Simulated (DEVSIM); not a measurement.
Structure: Schottky contact on p-type Ge, at 300 K.

Layer 1 from the left is Ge, thickness (μm) 2.60, Na (cm⁻³) 6.5e15, τn (s) 1.7e-5, τp (s) 1.7e-5. Layer 2 from the left is Ge, thickness (μm) 10.0, Na (cm⁻³) 1.1e18, τn (s) 1.7e-5, τp (s) 1.7e-5.

Left contact: Schottky, work function 4.114 eV, emission velocity 7.8e6 cm/s. Right contact: ohmic. Voltage is applied to the left contact. Recombination: SRH at mid-gap, radiative, Auger. Mobility is constant in doping.

Constants are typed, rounded textbook-type inputs, not results; the design itself was drawn at random and stands for no fabricated device. Values at 300 K.

Ge: gap (eV) 0.664, affinity (eV) 4, permittivity 16, Nc (cm⁻³) 1.04e19, Nv (cm⁻³) 6e18, μn (cm²/Vs) 3900, μp (cm²/Vs) 1900, B (cm³/s) 6.4e-14, Cn (cm⁶/s) 1e-31, Cp (cm⁶/s) 1e-31.

Model (solved in DEVSIM): 1D drift-diffusion, Boltzmann statistics, complete ionisation; no tunnelling, impact ionisation, image-force lowering or self-heating. Metal contacts follow the ideal Schottky-Mott rule: no Fermi-level pinning, no interface dipoles.

Dark forward current:

```tsv
|V| (V)	|J| (A/cm²)
0.05	0.02216
0.10	0.1737
0.15	1.204
0.20	7.962
0.25	46.01
0.30	199.6
0.35	672.7
0.40	1933
0.45	4812
```

Q: Work out the local ideality factor n = ΔV / (kT/q · ln(J2/J1)) between the rows 0.15 and 0.20 V, 0.40 and 0.45 V.

A: kT/q = 25.85 mV. From 0.15 to 0.20 V: ln(7.962/1.204) = 1.889, n = 1.02, near the 1 of diffusion or emission over a barrier. From 0.40 to 0.45 V: ln(4812/1933) = 0.912, n = 2.12.

Q: Estimate the current at 0.15 V for emission alone, J0 = q v N_band exp(−φB/kT), and read the barrier back from the simulated current.

A: φB = 0.550 eV, N_band = 6.00e18 cm⁻³, J0 = 0.00431 A/cm²; J = J0 (exp(qV/kT) − 1) = 1.42 A/cm². The simulation gives 1.20 A/cm²; the estimate lies 18 % above. Read backwards, the simulated current gives an apparent barrier of 0.554 eV. The estimate leaves out transport through the depletion region and minority injection.
